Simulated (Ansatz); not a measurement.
An Ansatz (a quantum-chemistry and plane-wave program) input (plane-wave PAW DFT at the PBEsol level (Ansatz, 420 eV), no spin-orbit coupling, earlier PAW set):

Ansatz 0.2 input:
```yaml
crystal:
  lattice:
    - [4.5804036227, 0, 0]
    - [2.2902018114, 3.9667458969, 0]
    - [0, 0, 7.4342322681]
  atoms:
    - { symbol: Ag, position: [0.6666666667, 0.6666666667, 0.0001699242] }
    - { symbol: Ag, position: [0.3333333333, 0.3333333333, 0.5001699242] }
    - { symbol: I, position: [0.6666666667, 0.6666666667, 0.6250300758] }
    - { symbol: I, position: [0.3333333333, 0.3333333333, 0.1250300758] }
basis: { ecutwfc: 420, ecutrho_ratio: 4, xc_grid: 2, fft_grid_basis: typed }
kpoints: { mp_grid: { grid: [8, 8, 5] } }
hamiltonian:
  xc: pbesol
  dispersion: none
  pseudopotentials: { azcp: { folder: ./paw }, kind: paw }
scf: { occupations: { method: fermi_dirac, width: 0.05 } }
relax: { f_tol: 0.005, max_steps: 50, cell: { stress_tol: 0.01, fix: [a, b, gamma] } }
output: { forces: true, stress: true }
checkpoint: { write: state.ck, write_every: 1000 }
```

Which symmetry and how many k-points will the program report, and about how many plane waves at Γ?

Space group P63mc (ITA 186) with 12 operations, k-points 30 of 320, and 2635 plane waves at Γ.

The cells carry an imposed strain or load. No phonon test of stability was made. The cell was made from AgI in the wurtzite structure (space group P6_3mc, No. 186) by this change: biaxial strain +0.44 %, plane normal [001], relaxed out of plane.
